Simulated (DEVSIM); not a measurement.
System: TaN/SiO2/n-Si capacitor, at 300 K.

| layer (left to right) | material | thickness (nm) | Nd (cm⁻³) |
|---|---|---|---|
| 1 | SiO2 | 4.40 | - |
| 2 | Si | 1500 | 1.4e17 |

Metal gate on the left, work function 4.4 eV. Fixed charge at the semiconductor interface -6.6e10 cm⁻² (in units of +e); interface traps 4.2e10 cm⁻² eV⁻¹, uniform in energy, neutral level at 0.5 of the gap above the valence band.

This is a model device: material constants are rounded textbook-type values typed into the input, and sizes, dopings and lifetimes were drawn at random. Values at 300 K.

```
parameter      SiO2       Si
-------------  ----  -------
gap (eV)          9    1.124
affinity (eV)   0.9     4.05
permittivity    3.9     11.7
Nc (cm⁻³)         -  2.86e19
Nv (cm⁻³)         -   3.1e19
```

Simulated with DEVSIM: 1D Poisson equation in equilibrium, Boltzmann statistics, complete ionisation; no quantum confinement or tunnelling. Metal contacts follow the ideal Schottky-Mott rule: no Fermi-level pinning, no interface dipoles.

The SiO2 thickness was swept, all else fixed.

```csv
SiO2 thickness (μm),flat-band voltage (V),minimum of the low-frequency capacitance (μF/cm²),threshold voltage (band bending 2φF) (V),capacitance of the dielectric stack (μF/cm²)
0.0018,0.22,0.128,-0.73,1.92
0.0024,0.22,0.127,-0.77,1.44
0.0031,0.22,0.122,-0.80,1.11
0.0037,0.23,0.119,-0.84,0.933
0.0044,0.23,0.118,-0.88,0.785
0.0053,0.23,0.113,-0.93,0.652
```

From the first row to the last the flat-band voltage goes from 0.22 to 0.23. From the first row to the last the minimum of the low-frequency capacitance goes from 0.128 to 0.113.
